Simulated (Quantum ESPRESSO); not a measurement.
Input and output of a self-consistent single point for SrGe₂Ru₂ (I4mm, 5 atoms in the cell) (Quantum ESPRESSO).

Method: LDA (PZ), GBRV 1.5 ultrasoft (LDA) pseudopotentials (plane waves; Quantum ESPRESSO 7.5).

```
Sr(GeRu)2
1.0
   -2.15004     2.15004     5.14129
    2.15004    -2.15004     5.14129
    2.15004     2.15004    -5.14129
Sr Ge Ru
1 2 2
Cartesian
  0.00000   0.00000   0.05000
  0.00000   0.00000   6.60327
  0.00000   0.00000   3.67931
  0.00000   2.15004   2.57064
  2.15004   0.00000   2.57064
```

Reference input (self-consistent single point, DFT, LDA (PZ), plane waves, GBRV 1.5 ultrasoft (LDA) pseudopotentials): ecutwfc = 50 Ry; ecutrho = 400 Ry; occupations = smearing; smearing = fd; degauss = 0.0073499 Ry; potentials = {Sr: sr_lda_v1.uspp.F.UPF, Ge: ge_lda_v1.4.uspp.F.UPF, Ru: ru_lda_v1.2.uspp.F.UPF}; K_POINTS = automatic 5 5 5 0 0 0; conv_thr = 1e-10 Ry; mixing_beta = 0.3. This run's input differs from it in these lines:

```diff
@@ -16,3 +16,3 @@
     smearing = 'fd',
-    degauss = 0.0073499,
+    degauss = 0.02205,
 /
@@ -33,3 +33,3 @@
 K_POINTS {automatic}
-5 5 5  0 0 0
+8 8 8  0 0 0
 CELL_PARAMETERS {alat}
```

The program printed (abridged):

```
     Self-consistent Calculation

     iteration #  1     ecut=    50.00 Ry     beta= 0.30

     negative rho (up, down):  2.004E-01 0.000E+00

     total energy              =    -885.47211793 Ry
     estimated scf accuracy    <       1.32609731 Ry

     iteration #  2     ecut=    50.00 Ry     beta= 0.30

     negative rho (up, down):  1.999E-01 0.000E+00

     total energy              =    -885.42298663 Ry
     estimated scf accuracy    <       0.25764029 Ry

     iteration #  3     ecut=    50.00 Ry     beta= 0.30

     negative rho (up, down):  2.002E-01 0.000E+00

     total energy              =    -885.46751729 Ry
     estimated scf accuracy    <       0.04057986 Ry

   [... 8 blocks of this kind left out ...]

     iteration # 12     ecut=    50.00 Ry     beta= 0.30

     negative rho (up, down):  2.015E-01 0.000E+00

     total energy              =    -885.47071422 Ry
     estimated scf accuracy    <          2.1E-10 Ry

     iteration # 13     ecut=    50.00 Ry     beta= 0.30

     negative rho (up, down):  2.016E-01 0.000E+00
     End of self-consistent calculation

     the Fermi energy is    13.4858 ev

!    total energy              =    -885.47071422 Ry
     estimated scf accuracy    <          2.5E-11 Ry
     smearing contrib. (-TS)   =      -0.06125297 Ry
     internal energy E=F+TS    =    -885.40946125 Ry

     convergence has been achieved in  13 iterations

     negative rho (up, down):  2.016E-01 0.000E+00

     Forces acting on atoms (cartesian axes, Ry/au):

     atom    1 type  1   force =     0.00000000    0.00000000   -0.00799135
     atom    2 type  2   force =     0.00000000    0.00000000   -0.01008380
     atom    3 type  2   force =    -0.00000000    0.00000000    0.01291191
     atom    4 type  3   force =     0.00000000    0.00000000    0.00258162
     atom    5 type  3   force =     0.00000000   -0.00000000    0.00258162

     Total force =     0.018590     Total SCF correction =     0.000004

     negative rho (up, down):  2.016E-01 0.000E+00
          total   stress  (Ry/bohr**3)                   (kbar)     P=      -29.45
  -0.00026272  -0.00000000  -0.00000000          -38.65       -0.00       -0.00
  -0.00000000  -0.00026272  -0.00000000           -0.00      -38.65       -0.00
   0.00000000   0.00000000  -0.00007514            0.00        0.00      -11.05

   JOB DONE.
```

The run converged in 13 iterations. Against the reference run the free energy goes down by 68.4 meV/atom, the pressure goes from -3.79 to -2.94 GPa and the largest force goes from 0.181 to 0.332 eV/Å.

The starting cell comes from a database of computed structures (which also holds hypothetical and non-ambient phases and stackings), without a prior relaxation at this level. Its lattice was rescaled by up to half a per cent. One atom was moved a little off its site on purpose. Spin polarisation is off.

Cost on one core of a shared machine: roughly 5 min.
